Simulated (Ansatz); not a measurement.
**SnO2 under load (space group P4_2/mnm): band-edge transport data**

Consider the following.

```
CELL_PARAMETERS angstrom
      4.81323     0.00000     0.00000
      0.00000     4.81323     0.00000
      0.00000     0.00000     3.13194
ATOMIC_POSITIONS crystal
  Sn 0.00000 0.00000 0.00000
  Sn 0.50000 0.50000 0.50000
  O  0.30534 0.30534 0.00000
  O  0.69466 0.69466 0.00000
  O  0.80534 0.19466 0.50000
  O  0.19466 0.80534 0.50000
```

All values below come from PBE, rigid bands (plane waves, PAW, scalar-relativistic; Ansatz, a quantum-chemistry and plane-wave program). Condition of this run: uniaxial stress along c of 8 GPa (compression positive) (the target of the relaxation). Geometry: cell and atoms relaxed with PBEsol, then loaded as said.

```yaml
band_gap: 1.19 eV
electron conductivity mass (300 K, dilute): 0.23 (x), 0.23 (y), 0.193 (z) mₑ
hole conductivity mass (300 K, dilute): 1.39 (x), 1.39 (y), 2.2 (z) mₑ
effective density of states N_c (300 K): 2.5e18 cm⁻³
effective density of states N_v (300 K): 4.9e19 cm⁻³
density_of_states_mass_electrons: 0.22 mₑ
density_of_states_mass_holes: 1.56 mₑ
Seebeck coefficient, n-type 1e19 cm⁻³, 300 K: -121 μV/K
best n-type power factor at 300 K for τ = 10 fs (best axis; densities from 1e16 to 1e21 cm⁻³ tried, whether or not they can be reached): 2.1 μW/(cm·K²) at 1e19 cm⁻³
Seebeck coefficient, p-type 1e19 cm⁻³, 300 K: 351 μV/K
best p-type power factor at 300 K for τ = 10 fs (best axis; densities from 1e16 to 1e21 cm⁻³ tried, whether or not they can be reached): 5.4 μW/(cm·K²) at 1e20 cm⁻³
```

Rigid bands; masses and Seebeck coefficients take one relaxation time τ for all states and one kind of carrier; polarons and phonon drag are left out. Spin-orbit coupling is left out; where it splits the top of the valence band, N_v and the p-type Seebeck coefficient come out somewhat high without it. Geometry: cell and atoms relaxed with PBEsol.
